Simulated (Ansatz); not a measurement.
# Response to strain in Ge

The reference is Ge in the diamond structure (space group Fd-3m, No. 227; a = 5.676 Å). Axes: x, y, z lie along the cube axes.

Strains are applied to the cell and any free atomic positions relax; under biaxial strain the out-of-plane vector relaxes too.

All numbers come from Kohn–Sham DFT with the PBEsol functional, run in Ansatz (a first-principles code) with PAW and 420 eV plane waves, no spin-orbit coupling.

Notes on the quantities. energy relative to the base: free energy F.

| variant | energy relative to the base | shortest interatomic distance |
|---|---|---|
| base | 0 meV/atom | 2.458 Å |
| biaxial strain −2.50 %, plane normal [111], relaxed out of plane | … | … |
| biaxial strain −2.08 %, plane normal [111], relaxed out of plane | +11 meV/atom | 2.424 Å |
| biaxial strain −1.25 %, plane normal [111], relaxed out of plane | … | … |
| biaxial strain −0.83 %, plane normal [111], relaxed out of plane | +1.6 meV/atom | 2.444 Å |
| biaxial strain −0.42 %, plane normal [111], relaxed out of plane | +0.4 meV/atom | 2.451 Å |
| biaxial strain +0.42 %, plane normal [111], relaxed out of plane | +0.4 meV/atom | 2.459 Å |
| biaxial strain +0.83 %, plane normal [111], relaxed out of plane | +1.5 meV/atom | 2.460 Å |
| biaxial strain +1.25 %, plane normal [111], relaxed out of plane | +3.5 meV/atom | 2.461 Å |
| biaxial strain +1.67 %, plane normal [111], relaxed out of plane | +6.1 meV/atom | 2.462 Å |

### Question
Complete the table.

### Answer

- biaxial strain −2.50 %, plane normal [111], relaxed out of plane, energy relative to the base: +15 meV/atom
- biaxial strain −2.50 %, plane normal [111], relaxed out of plane, shortest interatomic distance: 2.418 Å
- biaxial strain −1.25 %, plane normal [111], relaxed out of plane, energy relative to the base: +3.7 meV/atom
- biaxial strain −1.25 %, plane normal [111], relaxed out of plane, shortest interatomic distance: 2.437 Å

Stability against distortions was not tested.
